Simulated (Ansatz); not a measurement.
An Ansatz (a first-principles code) input (Ansatz PBEsol-D3(BJ), no spin-orbit coupling):

Ansatz 0.2 input:
```yaml
crystal:
  lattice:
    - [3.6232195018, 0, 0]
    - [-1.8116097509, 3.1694950828, 0]
    - [0, 0, 5.8412411874]
  atoms:
    - { symbol: Zr, position: [0, 0, 0] }
    - { symbol: Se, position: [0.3333333333, 0.6666666667, 0.2753482735] }
    - { symbol: Se, position: [0.6666666667, 0.3333333333, 0.7246517265] }
basis: { ecutwfc: 420, ecutrho_ratio: 4, xc_grid: 2, fft_grid_basis: typed }
kpoints: { mp_grid: { grid: [18, 18, 10] } }
hamiltonian:
  xc: pbesol
  dispersion: d3bj
  pseudopotentials: { kind: paw }
scf: { occupations: { method: fermi_dirac, width: 0.1 }, convergence: { dr2_threshold: 0.0000000003 } }
relax: { f_tol: 0.005, max_steps: 50 }
output: { forces: true, stress: true }
checkpoint: { write: state.ck, write_every: 1000 }
```

Problem. Which symmetry and how many k-points will the program report, and about how many plane waves at Γ?

Solution. Space group C2/m (ITA 12) with 4 operations, k-points 866 of 3240, and 1315 plane waves at Γ.

Problem. And the final pressure?

Solution. 0.52 GPa (compression positive).

The cells carry an imposed strain or load. No phonon test of stability was made. All final runs are without spin polarisation. The cell was made from ZrSe$_{2}$ in the CdI2 type structure (space group P-3m1, No. 164; layered, stacked along the Cartesian z axis) by this change: uniaxial strain ε_xx = −1.00 %.
